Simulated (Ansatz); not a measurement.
**What uniaxial strain ε_zz = −2.50 % does to InAs**

Take InAs in the zinc blende structure (space group F-43m, No. 216; a = 6.026 Å) as the base. Axes: x, y, z lie along the cube axes.

One thing is altered: uniaxial strain ε_zz = −2.50 %, all other strain components held at zero, atoms relaxed at fixed cell.

The values are results of Kohn–Sham DFT with the LDA functional, run in Ansatz (a quantum-chemistry and plane-wave program) with PAW and 420 eV plane waves, no SOC, not measurements. Settings: 10×10×10 k-points, 0.05 eV Fermi–Dirac smearing.

```csv
quantity,base,changed,shift
volume per atom,27.35 Å³,26.67 Å³,-0.68 Å³
space group,F-43m (No. 216),I-4m2 (No. 119),–
energy relative to the base (free energy F),0 meV/atom,+4.6 meV/atom,+4.6 meV/atom
"pressure (mean of the normal stresses, compression positive)",0.0 GPa,1.6 GPa,+1.6 GPa
band gap (uncertain: the edges found look like a band crossing or inverted bands; the changed cell),zero,0.06 eV,–
"stress (xx, yy, zz, yz, xz, xy; compression positive) (rough)",–,"(1.3, 1.3, 2.2, 0.0, 0.0, 0.0) GPa",–
```

Final structure:

```
InAs
1.0
    0.00000     3.01303     2.93770
    3.01303     0.00000     2.93770
    3.01303     3.01303     0.00000
In As
1 1
Direct
  0.00000   0.00000   0.00000
  0.25000   0.25000   0.25000
```

Without a gap, meshes like the base's 10×10×10 leave anisotropic stresses uncertain by several tenths of a GPa, and small strain energies with them. No phonon test of stability was made. All final runs are without spin polarisation. The zero or small gap of InAs can change with the level of theory.
